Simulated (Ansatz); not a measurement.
**Effect of isotropic strain +2.50 % on BP**

Consider BP in the zinc blende structure (space group F-43m, No. 216; a = 4.5366 Å).

Perturbation: every lattice vector is stretched by 2.50 %, atoms relaxed at fixed cell.

All numbers come from Ansatz (an electronic-structure program), r2SCAN, PAW, cutoff 500 eV, no spin-orbit coupling. Γ-centred 12×12×12 mesh, Fermi–Dirac width 0.05 eV.

- Volume per atom = 12.57 Å³ (base 11.67 Å³)
- Shortest interatomic distance = 2.013 Å (base 1.964 Å)
- Energy relative to the base (free energy F) = +32 meV/atom
- Pressure = -10.91 GPa (base 0.00 GPa)
- Band gap = 1.51 eV (base 1.41 eV)
- Gap character = indirect, Γ → Γ–X (83 % along) (base indirect, Γ → Γ–X (83 % along))
- Smallest direct gap = 3.50 eV (base 3.60 eV)
- Mean gap deformation potential ΔEg/Δln V = +1.4 eV
- Electron mass = 1.2 mₑ along k, 0.22 mₑ across (off the special points) (base 1.3 mₑ along k, 0.22 mₑ across (off the special points))
- Hole mass (degenerate bands, along [100]) = 0.25, 0.25, 0.28 mₑ (at Γ) (base 0.24, 0.24, 0.32 mₑ (at Γ))

Final structure:

```yaml
crystal:
  lattice:
    - [0.00000, 2.32499, 2.32499]
    - [2.32499, 0.00000, 2.32499]
    - [2.32499, 2.32499, 0.00000]
  atoms:
    - { symbol: B, position: [0.00000, 0.00000, 0.00000] }
    - { symbol: P, position: [0.25000, 0.25000, 0.25000] }
```

Masses are band curvatures over ±0.01 Å⁻¹ around the edge. Along k means along the line from Γ to the band edge. No phonon test of stability was made.
